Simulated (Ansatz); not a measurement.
Consider the following.

```xyz
2
Lattice="2.2213 0.0000 0.0000 -1.1107 1.9237 0.0000 0.0000 0.0000 3.5046" Properties=species:S:1:pos:R:3 pbc="T T T"
Be     1.1107     0.6412     2.6285
Be     0.0000     1.2825     0.8762
```

No spin polarisation.

Calculations: PBEsol (Ansatz, an electronic-structure program, PAW, no SOC). Settings: 29×29×16 k-points, 0.1 eV Fermi–Dirac smearing.

Question: What is the computed band gap?

Answer: Zero.

Question: What is the computed pressure (mean of the normal stresses, compression positive)?

Answer: 6.1 GPa.

The cells carry an imposed strain or load. Stability against distortions was not tested. The cell was made from Be in the hcp (Mg type) structure (space group P6_3/mmc, No. 194) by this change: isotropic strain −1.50 %.
